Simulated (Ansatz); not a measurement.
Where the default PAW files enter, the runs use the earlier of Ansatz's two default sets.

Consider the following.

```
LiTaO3
1.0
    5.13396     0.00000     0.00000
    2.56698     4.83802     0.00000
    2.56698    -1.36200     4.23239
Li Ta O
2 2 6
Direct
  0.43356   0.84966   0.28322
  0.43356   0.34966   0.78322
  0.00109   0.99837   0.99946
  0.00109   0.49837   0.49946
  0.51896   0.70551   0.61431
  0.16122   0.70551   0.22447
  0.90880   0.70551   0.86673
  0.16122   0.20551   0.11431
  0.90880   0.20551   0.72447
  0.51896   0.20551   0.36673
```

Space group of this cell: R3c. The cell is taken as given; by PBEsol its mean pressure is -1.4 GPa.

The numbers are results of PBEsol (plane waves, PAW; Ansatz, an electronic-structure program), not measurements.

The current runs along the normal of the first two printed vectors; no spin-orbit coupling. Scaled by the factor s: the length along the current (ions clamped). Meshes 8×8×8 and 8×6 across the current in all rows.

```json
[
 {"s": "0.97", "mean pressure (GPa)": "6.3", "band gap (eV)": "?"},
 {"s": "1.00", "mean pressure (GPa)": "-1.4", "band gap (eV)": "3.84"},
 {"s": "1.03", "mean pressure (GPa)": "-7.7", "band gap (eV)": "3.70"}
]
```

### Question
Take the slope of the band gap against ln s from the two given rows, extrapolate to s = 0.97, and say what the run there gives.

### Answer
Slope = (3.70 − 3.84) / ln 1.03 = -4.74 eV. The line gives 3.84 + (-4.74) × ln 0.97 = 3.98 eV. The run gives 3.92 eV, 0.06 eV under the line, 45 % of the predicted step.
